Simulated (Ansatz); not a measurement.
Base system: GaAs in the zinc blende structure (space group F-43m, No. 216; a = 5.6590 Å).

Calculations: PBEsol (Ansatz, a program for electronic structure), no spin-orbit coupling.

Before the change:

* **Width of the top valence band**: 3.36 eV
* **Density**: 5.30 g/cm³
* **Band gap**: 0.42 eV
* **Gap character**: direct at Γ
* **Smallest direct gap**: 0.42 eV

One thing is altered: full substitution As → P; the structure is relaxed again.

Question: How does this affect the width of the top valence band?

Answer: The width of the top valence band grows by 0.15 eV (3.36 eV → 3.51 eV).

Question: What happens to the density?

Answer: The density decreases by 1.14 g/cm³, from 5.30 g/cm³ to 4.16 g/cm³.

Question: What does the calculation give for the band gap after the change?

Answer: The band gap grows by 1.03 eV to 1.45 eV.

Question: What does the calculation give for the gap character after the change?

Answer: The gap character becomes indirect, Γ → Γ–X (87 % along) (base: direct at Γ).

Question: How does this affect the smallest direct gap?

Answer: The smallest direct gap rises by 1.38 eV, from 0.42 eV to 1.80 eV.

Whether these cells are dynamically stable was not tested.
